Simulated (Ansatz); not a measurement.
The reference is ScF$_{3}$ in the ReO3 type structure (space group Pm-3m, No. 221; a = 4.020 Å).

Levels (all Ansatz, a first-principles code, PAW): PBEsol (420 eV, spin-orbit coupling left out); HSE06 (420 eV, without spin-orbit coupling).

The geometry is relaxed with PBEsol.

- PBEsol band gap: 6.26 eV

With HSE06 at the same geometry, the band gap goes up by 2.58 eV (6.26 eV → 8.84 eV).

Single points use the geometry relaxed with PBEsol. The hybrid gap comes from the SCF mesh plus the semilocal run's edge points and a few special points and is an upper bound. Stability against distortions was not tested. The base started in R32 and relaxed to Pm-3m at this level. The final runs are not spin-polarised.
